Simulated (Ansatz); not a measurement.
For Pt₃GaN (model structure, started from the Ni3MgC type, Pm-3m, No. 221, 5 atoms in the cell), PBE in Ansatz (PAW) gives:

```
Quantity              Value
------------------  -------
lattice constant a  4.204 Å
bulk modulus        180 GPa
```

### Question
What does r²SCAN (plane waves, PAW; Ansatz, a first-principles code) give for the same quantities?

### Answer

- lattice constant a: 4.172 Å (shrinks by 0.8 %)
- bulk modulus: 199 GPa (goes up by 11 %)

Changes are worked out from the printed values.

Unless a cell is named, each level is at its own relaxed cell (PBE 14.86, r²SCAN 14.53 Å³/atom).

Levels without +SOC leave out spin–orbit coupling, which shifts energies and cells of such heavy elements.

Caveats: the bulk modulus is −V dP/dV from two relaxed cells at ±2 % in volume (PBE, r²SCAN). Ansatz's density-functional and Hartree–Fock values are scalar-relativistic unless marked +SOC, with PAW data made under PBE.

A model structure was made by putting elements into a prototype or built by hand; it is no filed structure, need not be a known phase, and can be a saddle point held by its symmetry.
